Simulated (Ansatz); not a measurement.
Take BN in the wurtzite structure (space group P6_3mc, No. 186; a = 2.555 Å, c = 4.225 Å) as the base.

All numbers come from PBE, PAW, 420 eV (Ansatz, an electronic-structure program; no SOC).

Carriers are added at fixed cell with a uniform background; the Fermi–Dirac width is that of 300 K.

One change was made to it. Results:

```json
[
 {"quantity": "gap between the host's bands", "base": "5.23 eV", "after": "5.21 eV"},
 {"quantity": "Fermi level relative to the doped band's edge (positive inside the band; to 0.05 eV)", "base": "–", "after": "+0.45 eV"},
 {"quantity": "gap character", "base": "indirect, Γ → K", "after": "indirect, Γ → K"}
]
```

Q: Which change produced these results?
(A) holes 3.0×10^21 cm⁻³
(B) electrons 1.0×10^22 cm⁻³
(C) electrons 1.0×10^21 cm⁻³
(D) holes 2.0×10^22 cm⁻³
(E) electrons 2.0×10^22 cm⁻³

A: A, holes 3.0×10^21 cm⁻³. For comparison, the gap between the host's bands in the other runs: electrons 1.0×10^21 cm⁻³ gives 5.13 eV; electrons 1.0×10^22 cm⁻³ gives 4.48 eV; holes 2.0×10^22 cm⁻³ gives 5.34 eV; electrons 2.0×10^22 cm⁻³ gives 4.04 eV.

Charged cell with a jellium background: band edges are those of the host's band count, energies are not comparable with the neutral cell, and many-body gap narrowing is missing. Stability against distortions was not tested.
